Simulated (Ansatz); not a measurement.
The reference is RbBr in the rock salt structure (space group Fm-3m, No. 225; a = 7.0177 Å).

All numbers come from DFT with PBE, PAW potentials and a 420 eV plane-wave cutoff in Ansatz (a program for electronic structure), spin-orbit coupling left out.

Base values:

- Band gap = 4.19 eV
- Gap character = direct at Γ

It is then changed as follows: the cell is scaled by 1.0250 in all directions; the atoms relax in the strained cell.

Q: What happens to the band gap?

A: The band gap shrinks by 0.17 eV, from 4.19 eV to 4.02 eV.

Q: Predict the new energy relative to the base.

A: The energy rises by 8.1 meV/atom.

Q: What happens to the gap character?

A: The gap character is still direct at Γ.

Gaps are Kohn–Sham eigenvalue differences; semilocal functionals usually give less than the measured gap. Stability against distortions was not tested.
